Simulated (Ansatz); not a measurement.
Consider SnTe in the rock salt structure (space group Fm-3m, No. 225; a = 6.2889 Å).

Method: Ansatz (an electronic-structure program) PBEsol, scalar-relativistic without spin-orbit coupling, earlier PAW set.

Base values:

- Magnetic state = not spin-polarised
- Shortest interatomic distance = 3.144 Å

Perturbation: full substitution Te → Cr; the structure is relaxed again.

Question: How does this affect the magnetic state?

Answer: The magnetic state changes from not spin-polarised to ferromagnetic.

Question: What does the calculation give for the shortest interatomic distance after the change?

Answer: The shortest interatomic distance falls by 0.4577 Å (3.144 Å → 2.687 Å).

The magnetic state is the one reached from the starting moments; the real material's order can differ, and small cells can't hold many antiferromagnetic ones. Whether these cells are dynamically stable was not tested. As relaxed here, CrSn is a hypothetical phase, not in the database extracts checked.
